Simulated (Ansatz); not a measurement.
Take GaN in the zinc blende structure (space group F-43m, No. 216; a = 4.4554 Å) as the base. Axes: x, y, z lie along the cube axes.

It is then changed as follows: tensile biaxial strain of 2.08 % in the plane normal to [111], as in epitaxy on a mismatched substrate; the out-of-plane cell vector and the atoms relax.

All numbers come from LDA, PAW, 420 eV (Ansatz, a program for electronic structure; scalar-relativistic without spin-orbit coupling).

Give the band edges at the high-symmetry points of the new zone, measured from its valence-band maximum.


```tsv
point	valence edge (eV)	conduction edge (eV)
Γ	0.00	1.61
T	-1.24	4.16
H₂	-3.82	5.97
H₀	-3.82	5.97
L	-0.99	4.51
S₀	-2.22	4.85
S₂	-2.22	4.85
F	-2.72	3.12
```

The gap is 1.61 eV, direct at Γ.

Stability against distortions was not tested. This is not the structure that GaN has at room temperature and ambient pressure. Labels are those of the standard path for the cell's own space group.
